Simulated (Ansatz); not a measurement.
**Al2O3 (Pbcn, No. 60, 20 atoms in the cell; start mp-1938; a measured phase of this formula has another space group)**

These are LDA in Ansatz (plane waves, PAW) values and carry that method's errors.

Settings: plane-wave cutoff 520 eV, 6×8×8 k mesh (along the axes of the cell as run), Fermi–Dirac smearing 0.01 eV, scalar-relativistic PAW data made under PBE.

Cell (relaxed at this level):

```cif
data_Al8O12
_chemical_formula_sum 'Al8 O12'
_space_group_name_H-M_alt 'P 1'
_space_group_IT_number 1
_cell_length_a 6.96190
_cell_length_b 4.76775
_cell_length_c 4.90379
_cell_angle_alpha 90.000
_cell_angle_beta 90.000
_cell_angle_gamma 90.000
loop_
_space_group_symop_operation_xyz
  'x, y, z'
loop_
_atom_site_label
_atom_site_type_symbol
_atom_site_fract_x
_atom_site_fract_y
_atom_site_fract_z
_atom_site_occupancy
Al1 Al 0.39026 0.25218 0.03139 1
Al2 Al 0.60974 0.74782 0.96861 1
Al3 Al 0.10974 0.24782 0.53139 1
Al4 Al 0.89026 0.75218 0.46861 1
Al5 Al 0.89026 0.24782 0.96861 1
Al6 Al 0.10974 0.75218 0.03139 1
Al7 Al 0.60974 0.25218 0.46861 1
Al8 Al 0.39026 0.74782 0.53139 1
O1 O 0.65384 0.10743 0.10232 1
O2 O 0.34616 0.89257 0.89768 1
O3 O 0.84616 0.39257 0.60232 1
O4 O 0.15384 0.60743 0.39768 1
O5 O 0.15384 0.39257 0.89768 1
O6 O 0.84616 0.60743 0.10232 1
O7 O 0.34616 0.10743 0.39768 1
O8 O 0.65384 0.89257 0.60232 1
O9 O 0.00000 0.04985 0.25000 1
O10 O 0.00000 0.95015 0.75000 1
O11 O 0.50000 0.45015 0.75000 1
O12 O 0.50000 0.54985 0.25000 1
```

* **band gap**: 5.89 eV (direct)

Computed values are for the static lattice.

The result took roughly 2.7 core-minutes.

A start named mp-… is a Materials Project structure, which need not be a measured phase.

Ansatz is a program for electronic structure.
